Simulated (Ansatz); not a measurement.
The parent structure is TiO₂ in the anatase structure (space group I4_1/amd, No. 141; a = 3.770 Å, c = 9.552 Å).

Calculations: DFT with PBEsol, PAW potentials and a 420 eV plane-wave cutoff in Ansatz (a first-principles code), scalar-relativistic without spin-orbit coupling.

Before the change:

| Item | Value |
|---|---|
| Gap character | indirect, Γ–X (87 % along) → Γ |
| Gap between the host's bands | 2.11 eV |

Perturbation: electron doping at 7.0×10^21 cm⁻³ (0.475 per cell), with a uniform compensating background at fixed cell and a 300 K Fermi–Dirac width.

Problem. Estimate the effect on the gap character, Fermi level from band edge and gap between the host's bands.

Solution. The gap character is still indirect, Γ–X (87 % along) → Γ; the Fermi level relative to the doped band's edge (positive inside the band; to 0.05 eV) comes out as +0.80 eV; the gap between the host's bands rises by 0.328 eV (2.11 eV → 2.43 eV).

Charged cell with a jellium background: band edges are those of the host's band count, energies are not comparable with the neutral cell, and many-body gap narrowing is missing. Whether these cells are dynamically stable was not tested. The base started in C2/c and relaxed to I4_1/amd at this level. All final runs are without spin polarisation.
